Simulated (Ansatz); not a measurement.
Input:

```
CELL_PARAMETERS angstrom
      1.98618     1.14672     8.25831
     -1.98618     1.14672     8.25831
      0.00000    -2.29344     8.25831
ATOMIC_POSITIONS crystal
  Ca 0.00000 0.00000 0.00000
  Ga 0.45094 0.45094 0.45094
  Ga 0.54906 0.54906 0.54906
  As 0.25698 0.25698 0.25698
  As 0.74302 0.74302 0.74302
```

All values below come from PBEsol, rigid bands (plane waves, PAW, scalar-relativistic; Ansatz, a program for electronic structure). Cell: cell and atoms relaxed with PBEsol.

**Question.** Is this a good metal at this level?

**Answer.** No. No gap shows, but r2SCAN opens one on the same cell, so the missing gap may be the functional's error (that test had no spin-orbit coupling). N(E_F) = 0.074 states/eV a cell at 300 K and the Drude plasma energy along the best axis is 0.76 eV, several times under that of a simple or noble metal.

Spin-orbit coupling is left out; it can open or close a small gap.

Computed structure with no diffraction record at hand here (it may be known, metastable or hypothetical): CaGa2As2 (R-3m).
